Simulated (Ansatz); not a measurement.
A computed series for hypothetical R-3m LuCuSe2: response to strain

The parent structure is LuCuSe₂ (space group R-3m, No. 166; a = 3.9667 Å, c = 18.3893 Å (hexagonal axes); a hypothetical phase, not in the database extracts checked). Axes: x lies along a and z along c of the hexagonal cell.

Strains are applied to the cell and any free atomic positions relax.

Method: r2SCAN in Ansatz (plane waves to 500 eV, PAW, no spin-orbit coupling).

Before the change:

| Quantity | Result |
|---|---|
| Band gap | 1.28 eV |

The aim is a band gap between 1.50 eV and 1.57 eV. Which of these changes reaches it?
A. isotropic strain +3.08 %
B. isotropic strain +0.96 %
C. uniaxial strain ε_yy = −0.32 %

A, isotropic strain +3.08 %. It gives 1.54 eV; isotropic strain +0.96 % gives 1.36 eV; uniaxial strain ε_yy = −0.32 % gives 1.25 eV. Changes not listed may reach it too

Whether these cells are dynamically stable was not tested. All final runs are without spin polarisation.

Ansatz is an electronic-structure program.
